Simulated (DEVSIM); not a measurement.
System: Al0.15Ga0.85As/GaAs p-n heterojunction, at 300 K.

Layer 1 from the left is Al0.15Ga0.85As, thickness (μm) 0.340, Na (cm⁻³) 3.8e16, τn (s) 4e-9, τp (s) 4e-9. Layer 2 from the left is GaAs, thickness (μm) 0.210, Nd (cm⁻³) 7.5e15, τn (s) 4e-9, τp (s) 4e-9.

Left contact: ohmic. Right contact: ohmic. Voltage is applied to the left contact. Recombination: SRH at mid-gap. Mobility is μmin + (μ − μmin)/(1 + (N/Nref)^α).

This is a model device: material constants are rounded textbook-type values typed into the input, and sizes, dopings and lifetimes were drawn at random. Values at 300 K.

Al0.15Ga0.85As: gap (eV) 1.611, affinity (eV) 3.9515, permittivity 12.47, Nc (cm⁻³) 5.6e17, Nv (cm⁻³) 9e18, μn (cm²/Vs) 5695, μp (cm²/Vs) 282, μn,min 500, μp,min 20, Nref,n 6e16, Nref,p 1.5e17, αn 0.39, αp 0.38. GaAs: gap (eV) 1.424, affinity (eV) 4.07, permittivity 12.9, Nc (cm⁻³) 4.7e17, Nv (cm⁻³) 9e18, μn (cm²/Vs) 8500, μp (cm²/Vs) 400, μn,min 500, μp,min 20, Nref,n 6e16, Nref,p 1.5e17, αn 0.39, αp 0.38.

DEVSIM, 1D drift-diffusion, Boltzmann statistics, complete ionisation; no tunnelling, impact ionisation, image-force lowering or self-heating. Band offsets follow the typed affinities; no thermionic-emission limit at abrupt steps, no polarisation charge.

What does the simulation give for the potential step across the device at zero bias, the largest field in the device at zero bias?

potential step across the device at zero bias 1.244 V; largest field in the device at zero bias 57000 V/cm.
